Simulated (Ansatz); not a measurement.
# PBE against r2SCAN: SiC, C → B

Take SiC (space group P6_3mc, No. 186; a = 3.0941 Å, c = 10.1293 Å) as the base.

(Cell as relaxed with PBE.)

Levels (all Ansatz, a quantum-chemistry and plane-wave program, PAW): PBE (420 eV, no SOC); r2SCAN (500 eV, no spin-orbit coupling).

Each level relaxes its own structure.

```tsv
base	PBE	r2SCAN
volume per atom	10.50 Å³	10.33 Å³
lattice parameter a	5.847 bohr	5.816 bohr
band gap	2.22 eV	2.60 eV
```

Perturbation: full substitution C → B; the structure is relaxed again.

| quantity | PBE | r2SCAN |
|---|---|---|
| volume per atom | 12.90 Å³ | 12.76 Å³ |
| c/a ratio | 3.571 | 3.633 |

PBE's volume per atom lies 0.134 Å³ above r2SCAN's (1.1 %); PBE's c/a ratio lies 0.0614 below r2SCAN's. Neither level is exact; r2SCAN is the comparison here, not a measurement.

Stability against distortions was not tested. For SiB in this form, whether it has been made was not checked. All final runs are without spin polarisation.
